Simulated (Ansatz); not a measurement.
We consider Ca3P2 (model structure, started from the A-La2O3 type, P-3m1, No. 164, 5 atoms in the cell), described by r²SCAN0 (Ansatz, a program for electronic structure, plane waves, PAW).

Run with plane-wave cutoff 520 eV, 6×6×4 k mesh (along the axes of the cell as run), Fermi–Dirac smearing 0.01 eV, scalar-relativistic PAW data made under PBE.

The cell is the one relaxed with PBEsol. Conventional cell: a = 4.7037 Å, b = 4.7037 Å, c = 6.5802 Å, α = 90.00°, β = 90.00°, γ = 120.00°.

```
CELL_PARAMETERS angstrom
      4.70369     0.00000     0.00000
     -2.35185     4.07352     0.00000
      0.00000     0.00000     6.58015
ATOMIC_POSITIONS crystal
  P  0.33333 0.66667 0.22249
  P  0.66667 0.33333 0.77751
  Ca 0.00000 0.00000 0.00000
  Ca 0.33333 0.66667 0.67123
  Ca 0.66667 0.33333 0.32877
```

Task: List the 20 lowest band energies at Γ above −25 eV (eV, relative to the valence band maximum), grouping those that round alike.

Result: At Γ: -24.28, -24.18 (×2), -23.90, -23.86 (×2), -23.78 (×2), -23.77, -10.92, -9.83, -3.24, -1.98 (×2), -1.25 (×2), 0.00, 3.37, 3.51 (×2).

Note: the run warned that its exchange threshold was loose for the stress; the relaxation could raise the start's symmetry but not lower it, so the cell can be a saddle point; cell and atoms aren't relaxed at this level (largest force component 0.09 eV/Å, pressure 1.7 GPa).

A model structure was made by putting elements into a prototype or built by hand; it is no filed structure, need not be a known phase, and can be a saddle point held by its symmetry.
